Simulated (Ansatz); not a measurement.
For cubic perovskite CsSnI3 (cubic high-temperature phase), r²SCAN-D4 (PAW; Ansatz, a quantum-chemistry and plane-wave program) gives:

- lattice parameter a = 6.192 Å
- enthalpy of formation = -1.063 eV/atom

**Question.** What does HSE06 (plane waves, PAW; Ansatz) give for the same quantities?

**Answer.** 
- lattice constant a: 6.260 Å (rises by 1.1 %)
- formation enthalpy: -1.032 eV/atom (moves by +0.031 eV/atom)

Changes are worked out from the printed values.

Unless a cell is named, each level is at its own relaxed cell (r²SCAN-D4 47.48, HSE06 49.07 Å³/atom).

Levels without +SOC leave out spin–orbit coupling, which shifts energies and cells of such heavy elements.

Caveats: hybrids on metals are sensitive to the k mesh and can open a false gap (HSE06); the relaxation could not lower the start's symmetry, so the cell can be a saddle point above a distorted one (r²SCAN-D4, HSE06). Ansatz's density-functional and Hartree–Fock values are scalar-relativistic unless marked +SOC, with PAW data made under PBE.
